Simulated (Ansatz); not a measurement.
Defect: N-vacancy pair (N on one host O site, one O site vacant) in monoclinic HfO2, charge state +1. Method: PBE, PAW (plane waves to 420 eV; Ansatz, a program for electronic structure).

Cell of 96 host sites held at the relaxed PBE lattice; the Γ point alone; Fermi-Dirac width 0.01 eV, spin-restricted; finite-size errors left in. Energies are static. Spin-orbit coupling is left out. The charge state is imposed; whether it is stable for some Fermi level was not computed. Forms of the defect that were not tried may lie lower. The start lies 0.64 eV above the lowest site run (PBE).

Barriers: single points on a 2×2×2 k-point mesh shifted by half a step at the bands' geometries.

Relaxed starting cell (atoms counted from 1):

```yaml
crystal:
  lattice:
    - [10.32305, 0.00000, 0.00000]
    - [0.00000, 10.42402, 0.00000]
    - [-1.79660, 0.00000, 10.55307]
  atoms:
    - { symbol: Hf, position: [0.13127, 0.22040, 0.35765] }
    - { symbol: Hf, position: [0.13721, 0.22710, 0.85557] }
    - { symbol: Hf, position: [0.13564, 0.72906, 0.35330] }
    - { symbol: Hf, position: [0.13813, 0.73268, 0.85024] }
    - { symbol: Hf, position: [0.63474, 0.22994, 0.35220] }
    - { symbol: Hf, position: [0.63884, 0.22882, 0.85300] }
    - { symbol: Hf, position: [0.63993, 0.72619, 0.35213] }
    - { symbol: Hf, position: [0.63366, 0.72944, 0.85636] }
    - { symbol: Hf, position: [0.35942, 0.27166, 0.14603] }
    - { symbol: Hf, position: [0.36530, 0.27610, 0.64759] }
    - { symbol: Hf, position: [0.36216, 0.77002, 0.14512] }
    - { symbol: Hf, position: [0.36350, 0.76999, 0.64421] }
    - { symbol: Hf, position: [0.86211, 0.27250, 0.14324] }
    - { symbol: Hf, position: [0.86497, 0.26900, 0.64471] }
    - { symbol: Hf, position: [0.86109, 0.77010, 0.14559] }
    - { symbol: Hf, position: [0.85132, 0.75541, 0.65464] }
    - { symbol: Hf, position: [0.35756, 0.47800, 0.39252] }
    - { symbol: Hf, position: [0.36003, 0.47876, 0.89571] }
    - { symbol: Hf, position: [0.36516, 0.97656, 0.39347] }
    - { symbol: Hf, position: [0.36164, 0.97930, 0.89606] }
    - { symbol: Hf, position: [0.86215, 0.47645, 0.39410] }
    - { symbol: Hf, position: [0.86372, 0.47678, 0.89580] }
    - { symbol: Hf, position: [0.85981, 0.99032, 0.38330] }
    - { symbol: Hf, position: [0.86174, 0.97956, 0.89558] }
    - { symbol: Hf, position: [0.13736, 0.02071, 0.10527] }
    - { symbol: Hf, position: [0.15887, 0.03173, 0.60370] }
    - { symbol: Hf, position: [0.13863, 0.52286, 0.10308] }
    - { symbol: Hf, position: [0.13773, 0.52094, 0.60165] }
    - { symbol: Hf, position: [0.63495, 0.02164, 0.10125] }
    - { symbol: Hf, position: [0.64003, 0.02235, 0.60491] }
    - { symbol: Hf, position: [0.63653, 0.51990, 0.10285] }
    - { symbol: Hf, position: [0.63427, 0.51714, 0.60045] }
    - { symbol: N, position: [0.03487, 0.07645, 0.43794] }
    - { symbol: O, position: [0.03149, 0.08883, 0.92921] }
    - { symbol: O, position: [0.03359, 0.58314, 0.42193] }
    - { symbol: O, position: [0.03054, 0.59217, 0.91972] }
    - { symbol: O, position: [0.53826, 0.08111, 0.42287] }
    - { symbol: O, position: [0.53290, 0.08590, 0.92247] }
    - { symbol: O, position: [0.53177, 0.58501, 0.42131] }
    - { symbol: O, position: [0.53069, 0.58655, 0.92533] }
    - { symbol: O, position: [0.46488, 0.41357, 0.07500] }
    - { symbol: O, position: [0.46511, 0.41468, 0.57226] }
    - { symbol: O, position: [0.46502, 0.91341, 0.07393] }
    - { symbol: O, position: [0.47118, 0.91118, 0.57388] }
    - { symbol: O, position: [0.96793, 0.41389, 0.07250] }
    - { symbol: O, position: [0.96679, 0.41360, 0.57540] }
    - { symbol: O, position: [0.96746, 0.90924, 0.07182] }
    - { symbol: O, position: [0.46459, 0.33437, 0.32596] }
    - { symbol: O, position: [0.46946, 0.33921, 0.82483] }
    - { symbol: O, position: [0.47123, 0.83591, 0.32524] }
    - { symbol: O, position: [0.46371, 0.83465, 0.82552] }
    - { symbol: O, position: [0.96425, 0.33435, 0.32344] }
    - { symbol: O, position: [0.96804, 0.33643, 0.82376] }
    - { symbol: O, position: [0.96413, 0.83434, 0.32861] }
    - { symbol: O, position: [0.96969, 0.85031, 0.80662] }
    - { symbol: O, position: [0.03016, 0.16014, 0.17653] }
    - { symbol: O, position: [0.03359, 0.15396, 0.68064] }
    - { symbol: O, position: [0.03252, 0.66371, 0.17418] }
    - { symbol: O, position: [0.03267, 0.67509, 0.66342] }
    - { symbol: O, position: [0.53066, 0.16363, 0.17334] }
    - { symbol: O, position: [0.53657, 0.16535, 0.67321] }
    - { symbol: O, position: [0.53466, 0.66340, 0.17580] }
    - { symbol: O, position: [0.53429, 0.66239, 0.67458] }
    - { symbol: O, position: [0.22261, 0.36994, 0.48867] }
    - { symbol: O, position: [0.22309, 0.37191, 0.98746] }
    - { symbol: O, position: [0.22710, 0.87124, 0.48974] }
    - { symbol: O, position: [0.22290, 0.87130, 0.98644] }
    - { symbol: O, position: [0.72417, 0.36985, 0.48684] }
    - { symbol: O, position: [0.72503, 0.37189, 0.98699] }
    - { symbol: O, position: [0.76291, 0.87363, 0.50146] }
    - { symbol: O, position: [0.72424, 0.87174, 0.98800] }
    - { symbol: O, position: [0.27412, 0.12760, 0.01222] }
    - { symbol: O, position: [0.28826, 0.12997, 0.51533] }
    - { symbol: O, position: [0.27501, 0.62910, 0.01014] }
    - { symbol: O, position: [0.27515, 0.62778, 0.51031] }
    - { symbol: O, position: [0.77480, 0.12883, 0.00929] }
    - { symbol: O, position: [0.77645, 0.12833, 0.50941] }
    - { symbol: O, position: [0.77393, 0.62847, 0.01063] }
    - { symbol: O, position: [0.77113, 0.62483, 0.51033] }
    - { symbol: O, position: [0.27376, 0.12034, 0.26302] }
    - { symbol: O, position: [0.28116, 0.12713, 0.76373] }
    - { symbol: O, position: [0.27488, 0.62269, 0.26005] }
    - { symbol: O, position: [0.27176, 0.62335, 0.76008] }
    - { symbol: O, position: [0.77193, 0.12346, 0.25527] }
    - { symbol: O, position: [0.77681, 0.12030, 0.76031] }
    - { symbol: O, position: [0.77553, 0.61999, 0.26110] }
    - { symbol: O, position: [0.77478, 0.62101, 0.76130] }
    - { symbol: O, position: [0.22398, 0.38102, 0.23643] }
    - { symbol: O, position: [0.22507, 0.38028, 0.73826] }
    - { symbol: O, position: [0.22669, 0.87692, 0.23827] }
    - { symbol: O, position: [0.22499, 0.88192, 0.73574] }
    - { symbol: O, position: [0.72345, 0.37771, 0.23625] }
    - { symbol: O, position: [0.72660, 0.37798, 0.73681] }
    - { symbol: O, position: [0.72114, 0.87799, 0.23582] }
    - { symbol: O, position: [0.72012, 0.87626, 0.74054] }
```
Cell charge +1.

End state 1 differs by these moves (Å; atoms that move under 0.08 Å are left out):

| atom | element | Δx | Δy | Δz |
|---|---|---|---|---|
| 1 | Hf | 0.11 | 0.07 | -0.05 |
| 4 | Hf | 0.04 | -0.04 | 0.07 |
| 7 | Hf | -0.10 | -0.06 | -0.15 |
| 16 | Hf | 0.20 | 0.10 | 0.05 |
| 23 | Hf | 0.17 | -0.01 | 0.09 |
| 26 | Hf | -0.24 | -0.08 | -0.03 |
| 30 | Hf | -0.12 | 0.10 | 0.06 |
| 33 | N | 0.11 | 0.07 | -0.19 |
| 36 | O | 0.04 | -0.08 | 0.02 |
| 47 | O | -0.06 | 0.10 | 0.07 |
| 55 | O | -0.06 | -0.17 | 0.28 |
| 56 | O | 0.08 | 0.10 | -0.08 |
| 57 | O | -0.02 | 0.10 | -0.06 |
| 59 | O | 0.03 | -0.12 | 0.14 |
| 61 | O | -0.07 | 0.02 | 0.05 |
| 62 | O | -0.06 | -0.06 | -0.06 |
| 70 | O | 1.72 | 0.42 | 0.73 |
| 77 | O | -0.06 | -0.05 | 0.02 |
| 79 | O | -0.12 | 0.43 | -0.03 |
| 81 | O | -0.07 | -0.05 | -0.03 |
| 94 | O | -0.02 | -0.02 | 0.10 |
| 95 | O | 0.07 | 0.04 | -0.14 |

**Question.** Predict the forward and backward barriers to end state 1 from PBE, PAW.

**Answer.** forward 0.75 eV, backward 0.087 eV; at the saddle point atom 70 has neighbours Hf at 1.97, Hf at 2.00 Å. The saddle point's order was not checked.
